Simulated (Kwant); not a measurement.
Device: π system C1=CC2=CC=CC2=C1 between two chain leads. The π system is taken as planar. Atoms are numbered from 0 in the order of the SMILES. Site energies (eV, carbon 0): [0.0, 0.0, 0.0, 0.0, 0.0, 0.0, 0.0, 0.0]. Bonds (i, j, β in eV): (0,1,-3) (1,2,-3) (2,3,-3) (3,4,-3) (4,5,-3) (5,6,-3) (6,7,-3) (7,0,-3) (6,2,-3). Leads: chains of hopping −4.5 eV, joined by −1.5 eV to atoms 0 and 1.

Site energies and bond integrals are typed Hückel values.

Model: Hückel tight-binding model, one pz orbital an atom, one spin, coherent transport at 0 K (Kwant). Conductance is in e²/h.

Sweep values stay those of the base run.

Base results: transmission at E = 0 < 1e-12.

Question: What follows from this one change: contacts moved from atoms [0, 1] to [1, 5]?

Answer: transmission at E = 0 < 1e-12 → 1.00.

Question: What follows from this one change: contacts moved from atoms [0, 1] to [0, 4]?

Answer: transmission at E = 0 < 1e-12 → 0.027.
